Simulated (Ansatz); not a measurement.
Electronic density of states of amorphous Si₃₀N₄₁Sc, density 2.97 g/cm³, on a 2×2×2 Γ-centred mesh with a Gaussian width of 0.1 eV; energies count from the Fermi level, whose place inside the gap is arbitrary. Cell and mesh are small, so fine structure isn't converged. Method: PBE, scalar-relativistic without spin-orbit coupling (plane waves to 420 eV, PAW; Ansatz, a program for electronic structure). Sampling: a 2×2×2 Γ-centred mesh; Fermi-Dirac width 0.02 eV; no spin polarisation. At PBE the levels at both edges of the gap are localised (band-tail or defect states), and the nearest spread-out levels lie 3.2 eV apart at the zone centre.

A CHGNet melt-quench gave the starting glass, which DFT then relaxed. N atoms were pushed apart under 1.9 Å during the dynamics, to hinder bonds among them. The hot cell started wider than the set density and was brought back towards it in steps. It is the lowest in DFT energy of 2 quenches. It is a model cell: composition and starting density were chosen by hand, and all elements were melted together. No dispersion term was used. Its density started from a set value of 2.98 and ended at 2.97 g/cm³. Cooling (nominally 380 K/ps over its main leg) ran many orders faster than in experiment, which tends to leave more defects and strain. One small periodic cell is one sample of the glass; other quenches scatter about these values. Volume and shape were free in the relaxation. On a 2×2×2 Γ-centred mesh force components of up to 0.14 eV/Å stay, since the relaxation ran on the zone centre alone.

```json
[
 {"E - EF (eV)": "-12.00", "states/(eV atom)": "0.00"},
 {"E - EF (eV)": "-11.90", "states/(eV atom)": "0.00"},
 {"E - EF (eV)": "-11.80", "states/(eV atom)": "0.00"},
 {"E - EF (eV)": "-11.70", "states/(eV atom)": "0.00"},
 {"E - EF (eV)": "-11.60", "states/(eV atom)": "0.00"},
 {"E - EF (eV)": "-11.50", "states/(eV atom)": "0.00"},
 {"E - EF (eV)": "-11.40", "states/(eV atom)": "0.00"},
 {"E - EF (eV)": "-11.30", "states/(eV atom)": "0.00"},
 {"E - EF (eV)": "-11.20", "states/(eV atom)": "0.00"},
 {"E - EF (eV)": "-11.10", "states/(eV atom)": "0.00"},
 {"E - EF (eV)": "-11.00", "states/(eV atom)": "0.02"},
 {"E - EF (eV)": "-10.90", "states/(eV atom)": "0.07"},
 {"E - EF (eV)": "-10.80", "states/(eV atom)": "0.11"},
 {"E - EF (eV)": "-10.70", "states/(eV atom)": "0.12"},
 {"E - EF (eV)": "-10.60", "states/(eV atom)": "0.11"},
 {"E - EF (eV)": "-10.50", "states/(eV atom)": "0.18"},
 {"E - EF (eV)": "-10.40", "states/(eV atom)": "0.23"},
 {"E - EF (eV)": "-10.30", "states/(eV atom)": "0.21"},
 {"E - EF (eV)": "-10.20", "states/(eV atom)": "0.23"},
 {"E - EF (eV)": "-10.10", "states/(eV atom)": "0.26"},
 {"E - EF (eV)": "-10.00", "states/(eV atom)": "0.27"},
 {"E - EF (eV)": "-9.90", "states/(eV atom)": "0.26"},
 {"E - EF (eV)": "-9.80", "states/(eV atom)": "0.24"},
 {"E - EF (eV)": "-9.70", "states/(eV atom)": "0.21"},
 {"E - EF (eV)": "-9.60", "states/(eV atom)": "0.23"},
 {"E - EF (eV)": "-9.50", "states/(eV atom)": "0.26"},
 {"E - EF (eV)": "-9.40", "states/(eV atom)": "0.26"},
 {"E - EF (eV)": "-9.30", "states/(eV atom)": "0.23"},
 {"E - EF (eV)": "-9.20", "states/(eV atom)": "0.19"},
 {"E - EF (eV)": "-9.10", "states/(eV atom)": "0.25"},
 {"E - EF (eV)": "-9.00", "states/(eV atom)": "0.28"},
 {"E - EF (eV)": "-8.90", "states/(eV atom)": "0.26"},
 {"E - EF (eV)": "-8.80", "states/(eV atom)": "0.28"},
 {"E - EF (eV)": "-8.70", "states/(eV atom)": "0.25"},
 {"E - EF (eV)": "-8.60", "states/(eV atom)": "0.21"},
 {"E - EF (eV)": "-8.50", "states/(eV atom)": "0.23"},
 {"E - EF (eV)": "-8.40", "states/(eV atom)": "0.23"},
 {"E - EF (eV)": "-8.30", "states/(eV atom)": "0.23"},
 {"E - EF (eV)": "-8.20", "states/(eV atom)": "0.27"},
 {"E - EF (eV)": "-8.10", "states/(eV atom)": "0.29"},
 {"E - EF (eV)": "-8.00", "states/(eV atom)": "0.28"},
 {"E - EF (eV)": "-7.90", "states/(eV atom)": "0.26"},
 {"E - EF (eV)": "-7.80", "states/(eV atom)": "0.29"},
 {"E - EF (eV)": "-7.70", "states/(eV atom)": "0.32"},
 {"E - EF (eV)": "-7.60", "states/(eV atom)": "0.33"},
 {"E - EF (eV)": "-7.50", "states/(eV atom)": "0.32"},
 {"E - EF (eV)": "-7.40", "states/(eV atom)": "0.28"},
 {"E - EF (eV)": "-7.30", "states/(eV atom)": "0.30"},
 {"E - EF (eV)": "-7.20", "states/(eV atom)": "0.37"},
 {"E - EF (eV)": "-7.10", "states/(eV atom)": "0.37"},
 {"E - EF (eV)": "-7.00", "states/(eV atom)": "0.35"},
 {"E - EF (eV)": "-6.90", "states/(eV atom)": "0.35"},
 {"E - EF (eV)": "-6.80", "states/(eV atom)": "0.38"},
 {"E - EF (eV)": "-6.70", "states/(eV atom)": "0.37"},
 {"E - EF (eV)": "-6.60", "states/(eV atom)": "0.40"},
 {"E - EF (eV)": "-6.50", "states/(eV atom)": "0.45"},
 {"E - EF (eV)": "-6.40", "states/(eV atom)": "0.45"},
 {"E - EF (eV)": "-6.30", "states/(eV atom)": "0.45"},
 {"E - EF (eV)": "-6.20", "states/(eV atom)": "0.45"},
 {"E - EF (eV)": "-6.10", "states/(eV atom)": "0.45"},
 {"E - EF (eV)": "-6.00", "states/(eV atom)": "0.44"},
 {"E - EF (eV)": "-5.90", "states/(eV atom)": "0.47"},
 {"E - EF (eV)": "-5.80", "states/(eV atom)": "0.51"},
 {"E - EF (eV)": "-5.70", "states/(eV atom)": "0.52"},
 {"E - EF (eV)": "-5.60", "states/(eV atom)": "0.43"},
 {"E - EF (eV)": "-5.50", "states/(eV atom)": "0.39"},
 {"E - EF (eV)": "-5.40", "states/(eV atom)": "0.43"},
 {"E - EF (eV)": "-5.30", "states/(eV atom)": "0.44"},
 {"E - EF (eV)": "-5.20", "states/(eV atom)": "0.43"},
 {"E - EF (eV)": "-5.10", "states/(eV atom)": "0.48"},
 {"E - EF (eV)": "-5.00", "states/(eV atom)": "0.49"},
 {"E - EF (eV)": "-4.90", "states/(eV atom)": "0.44"},
 {"E - EF (eV)": "-4.80", "states/(eV atom)": "0.44"},
 {"E - EF (eV)": "-4.70", "states/(eV atom)": "0.45"},
 {"E - EF (eV)": "-4.60", "states/(eV atom)": "0.43"},
 {"E - EF (eV)": "-4.50", "states/(eV atom)": "0.40"},
 {"E - EF (eV)": "-4.40", "states/(eV atom)": "0.41"},
 {"E - EF (eV)": "-4.30", "states/(eV atom)": "0.40"},
 {"E - EF (eV)": "-4.20", "states/(eV atom)": "0.38"},
 {"E - EF (eV)": "-4.10", "states/(eV atom)": "0.45"},
 {"E - EF (eV)": "-4.00", "states/(eV atom)": "0.45"},
 {"E - EF (eV)": "-3.90", "states/(eV atom)": "0.42"},
 {"E - EF (eV)": "-3.80", "states/(eV atom)": "0.36"},
 {"E - EF (eV)": "-3.70", "states/(eV atom)": "0.36"},
 {"E - EF (eV)": "-3.60", "states/(eV atom)": "0.42"},
 {"E - EF (eV)": "-3.50", "states/(eV atom)": "0.48"},
 {"E - EF (eV)": "-3.40", "states/(eV atom)": "0.47"},
 {"E - EF (eV)": "-3.30", "states/(eV atom)": "0.39"},
 {"E - EF (eV)": "-3.20", "states/(eV atom)": "0.38"},
 {"E - EF (eV)": "-3.10", "states/(eV atom)": "0.42"},
 {"E - EF (eV)": "-3.00", "states/(eV atom)": "0.44"},
 {"E - EF (eV)": "-2.90", "states/(eV atom)": "0.41"},
 {"E - EF (eV)": "-2.80", "states/(eV atom)": "0.44"},
 {"E - EF (eV)": "-2.70", "states/(eV atom)": "0.50"},
 {"E - EF (eV)": "-2.60", "states/(eV atom)": "0.53"},
 {"E - EF (eV)": "-2.50", "states/(eV atom)": "0.47"},
 {"E - EF (eV)": "-2.40", "states/(eV atom)": "0.45"},
 {"E - EF (eV)": "-2.30", "states/(eV atom)": "0.46"},
 {"E - EF (eV)": "-2.20", "states/(eV atom)": "0.45"},
 {"E - EF (eV)": "-2.10", "states/(eV atom)": "0.32"},
 {"E - EF (eV)": "-2.00", "states/(eV atom)": "0.28"},
 {"E - EF (eV)": "-1.90", "states/(eV atom)": "0.33"},
 {"E - EF (eV)": "-1.80", "states/(eV atom)": "0.36"},
 {"E - EF (eV)": "-1.70", "states/(eV atom)": "0.38"},
 {"E - EF (eV)": "-1.60", "states/(eV atom)": "0.34"},
 {"E - EF (eV)": "-1.50", "states/(eV atom)": "0.27"},
 {"E - EF (eV)": "-1.40", "states/(eV atom)": "0.22"},
 {"E - EF (eV)": "-1.30", "states/(eV atom)": "0.19"},
 {"E - EF (eV)": "-1.20", "states/(eV atom)": "0.12"},
 {"E - EF (eV)": "-1.10", "states/(eV atom)": "0.12"},
 {"E - EF (eV)": "-1.00", "states/(eV atom)": "0.11"},
 {"E - EF (eV)": "-0.90", "states/(eV atom)": "0.03"},
 {"E - EF (eV)": "-0.80", "states/(eV atom)": "0.00"},
 {"E - EF (eV)": "-0.70", "states/(eV atom)": "0.00"},
 {"E - EF (eV)": "-0.60", "states/(eV atom)": "0.02"},
 {"E - EF (eV)": "-0.50", "states/(eV atom)": "0.11"},
 {"E - EF (eV)": "-0.40", "states/(eV atom)": "0.12"},
 {"E - EF (eV)": "-0.30", "states/(eV atom)": "0.03"},
 {"E - EF (eV)": "-0.20", "states/(eV atom)": "0.00"},
 {"E - EF (eV)": "-0.10", "states/(eV atom)": "0.00"},
 {"E - EF (eV)": "0.00", "states/(eV atom)": "0.00"},
 {"E - EF (eV)": "0.10", "states/(eV atom)": "0.00"},
 {"E - EF (eV)": "0.20", "states/(eV atom)": "0.00"},
 {"E - EF (eV)": "0.30", "states/(eV atom)": "0.02"},
 {"E - EF (eV)": "0.40", "states/(eV atom)": "0.11"},
 {"E - EF (eV)": "0.50", "states/(eV atom)": "0.12"},
 {"E - EF (eV)": "0.60", "states/(eV atom)": "0.03"},
 {"E - EF (eV)": "0.70", "states/(eV atom)": "0.00"},
 {"E - EF (eV)": "0.80", "states/(eV atom)": "0.00"},
 {"E - EF (eV)": "0.90", "states/(eV atom)": "0.00"},
 {"E - EF (eV)": "1.00", "states/(eV atom)": "0.00"},
 {"E - EF (eV)": "1.10", "states/(eV atom)": "0.00"},
 {"E - EF (eV)": "1.20", "states/(eV atom)": "0.00"},
 {"E - EF (eV)": "1.30", "states/(eV atom)": "0.03"},
 {"E - EF (eV)": "1.40", "states/(eV atom)": "0.15"},
 {"E - EF (eV)": "1.50", "states/(eV atom)": "0.24"},
 {"E - EF (eV)": "1.60", "states/(eV atom)": "0.13"},
 {"E - EF (eV)": "1.70", "states/(eV atom)": "0.06"},
 {"E - EF (eV)": "1.80", "states/(eV atom)": "0.15"},
 {"E - EF (eV)": "1.90", "states/(eV atom)": "0.15"},
 {"E - EF (eV)": "2.00", "states/(eV atom)": "0.15"},
 {"E - EF (eV)": "2.10", "states/(eV atom)": "0.16"},
 {"E - EF (eV)": "2.20", "states/(eV atom)": "0.17"},
 {"E - EF (eV)": "2.30", "states/(eV atom)": "0.22"},
 {"E - EF (eV)": "2.40", "states/(eV atom)": "0.22"},
 {"E - EF (eV)": "2.50", "states/(eV atom)": "0.21"},
 {"E - EF (eV)": "2.60", "states/(eV atom)": "0.15"},
 {"E - EF (eV)": "2.70", "states/(eV atom)": "0.09"},
 {"E - EF (eV)": "2.80", "states/(eV atom)": "0.17"},
 {"E - EF (eV)": "2.90", "states/(eV atom)": "0.19"},
 {"E - EF (eV)": "3.00", "states/(eV atom)": "0.13"},
 {"E - EF (eV)": "3.10", "states/(eV atom)": "0.19"},
 {"E - EF (eV)": "3.20", "states/(eV atom)": "0.25"},
 {"E - EF (eV)": "3.30", "states/(eV atom)": "0.27"},
 {"E - EF (eV)": "3.40", "states/(eV atom)": "0.28"},
 {"E - EF (eV)": "3.50", "states/(eV atom)": "0.27"},
 {"E - EF (eV)": "3.60", "states/(eV atom)": "0.26"},
 {"E - EF (eV)": "3.70", "states/(eV atom)": "0.28"},
 {"E - EF (eV)": "3.80", "states/(eV atom)": "0.34"},
 {"E - EF (eV)": "3.90", "states/(eV atom)": "0.34"},
 {"E - EF (eV)": "4.00", "states/(eV atom)": "0.32"},
 {"E - EF (eV)": "4.10", "states/(eV atom)": "0.38"},
 {"E - EF (eV)": "4.20", "states/(eV atom)": "0.42"},
 {"E - EF (eV)": "4.30", "states/(eV atom)": "0.38"}
]
```

The gap between localised states on this mesh is 0.83 eV; the broadening fills part of it in the curve.
